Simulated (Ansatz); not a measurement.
Candidates (primitive cells; geometry: cell and atoms relaxed with PBEsol):
A. CsBr (Pm-3m), a = b = c = 4.243 Å, α = β = γ = 90.00°
B. AgCl (Fm-3m), a = 3.8519 Å, b = 3.8519 Å, c = 3.8519 Å, α = 60.00°, β = 60.00°, γ = 60.00°
C. Si (Fd-3m), a = 3.842 Å, b = 3.842 Å, c = 3.842 Å, α = 60.00°, β = 60.00°, γ = 60.00°
D. BaO (Fm-3m), a = b = c = 3.8820 Å, α = β = γ = 60.00°
E. SiS$_{2}$ (I-42d), a = 5.800 Å, b = 5.800 Å, c = 5.800 Å, α = 123.38°, β = 123.38°, γ = 84.24°

### Question
Order them by band gap (highest first) at the level PBEsol, rigid bands (Ansatz, a program for electronic structure).

### Answer
A (4.45 eV), E (2.90 eV), D (1.84 eV), B (0.73 eV), C (0.46 eV)

Spin-orbit coupling is left out.

Formula and space group known from diffraction (Crystallography Open Database), not checked to be the room-temperature form: SiS2 (I-42d).
